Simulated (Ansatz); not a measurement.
**How far PBE and r2SCAN part for WC, isotropic strain −3.67 %**

Base system: WC (space group P-6m2, No. 187; a = 2.922 Å, c = 2.846 Å; relaxed with 0.1 eV smearing).

(Cell as relaxed with PBE.)

Levels (all Ansatz, a quantum-chemistry and plane-wave program, PAW): PBE (420 eV, no SOC); r2SCAN (500 eV, no spin-orbit coupling).

Each level relaxes its own structure.

```tsv
base	PBE	r2SCAN
volume per atom	10.53 Å³	10.42 Å³
lattice parameter a	2.922 Å	2.913 Å
band gap	zero	zero
```

Perturbation: the cell is scaled by 0.9633 in all directions, atoms relaxed at fixed cell.

| quantity | PBE | r2SCAN |
|---|---|---|
| energy relative to the base (free energy F) | +173 meV/atom | [?] |
| pressure (mean of the normal stresses, compression positive) | 54.8 GPa | [?] |
| band gap | zero | [?] |

Problem. What does r2SCAN give?

Solution. 
- energy relative to the base (free energy F), r2SCAN: +180 meV/atom
- pressure (mean of the normal stresses, compression positive), r2SCAN: 57.3 GPa
- band gap, r2SCAN: zero

PBE's energy relative to the base lies 6.0 meV/atom below r2SCAN's; PBE's pressure lies 2.5 GPa below r2SCAN's; the two agree on the band gap. Neither level is exact; r2SCAN is the comparison here, not a measurement.

Whether these cells are dynamically stable was not tested. All final runs are without spin polarisation.
